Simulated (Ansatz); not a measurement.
Start from Ir in the fcc (Cu type) structure (space group Fm-3m, No. 225; a = 3.812 Å; relaxed with 0.1 eV smearing). Axes: x, y, z lie along the cube axes.

The values are results of LDA (Ansatz, a first-principles code), no spin-orbit coupling, not measurements.

Before the change:

```
Item                             Value
-----------------------------  -------
Pressure                       0.0 GPa
Shortest interatomic distance  2.695 Å
```

Now apply this change: the cell is compressed by 2.00 % along z with no lateral relaxation, atoms relaxed at fixed cell.

Q: What does the calculation give for the energy relative to the base, pressure and shortest interatomic distance after the change?

A: The energy rises by 12 meV/atom; the pressure (mean of the normal stresses, compression positive) goes from zero to 8.7 GPa; the shortest interatomic distance drops by 0.0268 Å to 2.669 Å.

The cells carry an imposed strain or load. Whether these cells are dynamically stable was not tested. All final runs are without spin polarisation.
